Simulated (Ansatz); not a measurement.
# C axis length of ZnS (model structure, started from the NiAs type, P6₃/mmc, No. 194, 4 atoms in the cell) at several levels of theory

No measured value is used here.

| level (code) | value (Å) |
|---|---|
| PBE (Ansatz) | ? |
| PBEsol (Ansatz) | 5.817 |
| PBE-D3(BJ) (Ansatz) | 5.841 |

Problem. What belongs in the gaps?

Solution. 
- PBE (Ansatz, an electronic-structure program), value (Å): 5.914

Ansatz's density-functional and Hartree–Fock values are scalar-relativistic unless marked +SOC, with PAW data made under PBE.

A model structure was made by putting elements into a prototype or built by hand; it is no filed structure, need not be a known phase, and can be a saddle point held by its symmetry.
